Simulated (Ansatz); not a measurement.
Pressure series in CdS

Start from CdS in the zinc blende structure (space group F-43m, No. 216; a = 5.879 Å).

Cell and atoms are relaxed at each pressure.

The values are results of Kohn–Sham DFT with the r2SCAN functional, run in Ansatz (a program for electronic structure) with PAW and 500 eV plane waves, no SOC, earlier PAW set, not measurements.

Notes on the quantities. hole mass: degenerate bands, along [100].

```json
[
 {"variant": "base", "hole mass": "0.16, 0.78, 0.78 mₑ (at Γ)", "shortest interatomic distance": "2.546 Å"},
 {"variant": "pressure −2 GPa", "hole mass": "0.16, 0.83, 0.83 mₑ (at Γ)", "shortest interatomic distance": "?"},
 {"variant": "pressure −1 GPa", "hole mass": "?", "shortest interatomic distance": "2.560 Å"},
 {"variant": "pressure 3 GPa", "hole mass": "0.17, 0.74, 0.74 mₑ (at Γ)", "shortest interatomic distance": "2.508 Å"},
 {"variant": "pressure 7 GPa", "hole mass": "0.18, 0.69, 0.69 mₑ (at Γ)", "shortest interatomic distance": "?"},
 {"variant": "pressure 15 GPa", "hole mass": "0.19, 0.62, 0.62 mₑ (at Γ)", "shortest interatomic distance": "2.406 Å"},
 {"variant": "pressure 30 GPa", "hole mass": "0.20, 0.54, 0.54 mₑ (at Γ)", "shortest interatomic distance": "2.326 Å"},
 {"variant": "pressure 50 GPa", "hole mass": "?", "shortest interatomic distance": "2.254 Å"},
 {"variant": "pressure 75 GPa", "hole mass": "0.22, 0.42, 0.42 mₑ (at Γ)", "shortest interatomic distance": "2.190 Å"},
 {"variant": "pressure 100 GPa", "hole mass": "0.23, 0.39, 0.39 mₑ (at Γ)", "shortest interatomic distance": "2.141 Å"}
]
```

Question: Complete the table.

Answer: 
- pressure −2 GPa, shortest interatomic distance: 2.576 Å
- pressure −1 GPa, hole mass: 0.16, 0.81, 0.81 mₑ (at Γ)
- pressure 7 GPa, shortest interatomic distance: 2.467 Å
- pressure 50 GPa, hole mass: 0.21, 0.48, 0.48 mₑ (at Γ)

The levels and masses belong to the bands next to the band gap. Load acts through the strain it causes; cell and atoms are relaxed under it. Masses are band curvatures over ±0.01 Å⁻¹ around the edge. Stability against distortions was not tested. Tetrahedral semiconductors of this kind turn to denser phases somewhere between about 1 and 50 GPa; those were not computed, so compressed cells here can lie past the real transition.
